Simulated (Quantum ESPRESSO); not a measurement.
A self-consistent single point of ZnPd3 (I4/mmm, 4 atoms in the cell) with Quantum ESPRESSO.

Method: PBEsol, PSlibrary ultrasoft (PBE) pseudopotentials (plane waves; Quantum ESPRESSO 7.5).

```
ZnPd3
1.0
    1.95382    -1.95382     3.82442
    1.95382     1.95382     3.82442
   -1.95382    -1.95382     3.82442
Zn Pd
1 3
Direct
  0.00000   0.00000   0.00000
  0.50000   0.25000   0.75000
  0.50000   0.75000   0.25000
  0.00000   0.50000   0.50000
```

Reference input (self-consistent single point, DFT, PBEsol, plane waves, PSlibrary ultrasoft (PBE) pseudopotentials): ecutwfc = 50 Ry; ecutrho = 600 Ry; occupations = smearing; smearing = gaussian; degauss = 0.0036749 Ry; input_dft = pbesol; potentials = {Zn: Zn.pbe-dn-rrkjus_psl.1.0.0.UPF, Pd: Pd.pbe-n-rrkjus_psl.1.0.0.UPF}; K_POINTS = automatic 8 8 8 0 0 0; conv_thr = 1e-10 Ry; mixing_beta = 0.4. This run's input differs from it in these lines:

```diff
@@ -35,3 +35,3 @@
 K_POINTS automatic
-8 8 8  0 0 0
+16 16 16  0 0 0
```

The program printed (abridged):

```
     Self-consistent Calculation

     iteration #  1     ecut=    50.00 Ry     beta= 0.40

---- Real-time Memory Report at c_bands before calling an iterative solver
           407 MiB given to the printing process from OS
           386 MiB allocation reported by mallinfo(arena+hblkhd)
------------------

     Threshold (ethr) on eigenvalues was too large:
     Diagonalizing with lowered threshold

---- Real-time Memory Report at c_bands before calling an iterative solver
           690 MiB given to the printing process from OS
           413 MiB allocation reported by mallinfo(arena+hblkhd)
------------------

   [... lines left out ...]

---- Real-time Memory Report at c_bands before calling an iterative solver
           718 MiB given to the printing process from OS
           421 MiB allocation reported by mallinfo(arena+hblkhd)
------------------

     total energy              =    -350.70581896 Ry
     estimated scf accuracy    <          1.4E-10 Ry

     iteration # 13     ecut=    50.00 Ry     beta= 0.40

---- Real-time Memory Report at c_bands before calling an iterative solver
           720 MiB given to the printing process from OS
           421 MiB allocation reported by mallinfo(arena+hblkhd)
------------------
     End of self-consistent calculation

     the Fermi energy is    13.5750 ev

!    total energy              =    -350.70581896 Ry
     estimated scf accuracy    <          5.9E-13 Ry
     smearing contrib. (-TS)   =      -0.00028203 Ry
     internal energy E=F+TS    =    -350.70553693 Ry

     convergence has been achieved in  13 iterations

     Forces acting on atoms (cartesian axes, Ry/au):

     atom    1 type  1   force =     0.00000000    0.00000000    0.00000000
   [... zero for the other atoms too ...]

     Total force =     0.000000     Total SCF correction =     0.000000

          total   stress  (Ry/bohr**3)                   (kbar)     P=      -42.67
  -0.00029365  -0.00000000  -0.00000000          -43.20       -0.00       -0.00
  -0.00000000  -0.00029365   0.00000000           -0.00      -43.20        0.00
  -0.00000000   0.00000000  -0.00028287           -0.00        0.00      -41.61

   JOB DONE.
```

The run converged in 13 iterations. Against the reference run the free energy falls by 1.3 meV/atom and the pressure hardly changes (-4.28 to -4.27 GPa).

The starting cell comes from a database of computed structures (which also holds hypothetical and non-ambient phases and stackings), without a prior relaxation at this level. Spin polarisation is off. With a pressure of about -4 GPa the cell is away from its equilibrium volume at this level.

Cost on one core of a shared machine: roughly 10 min.
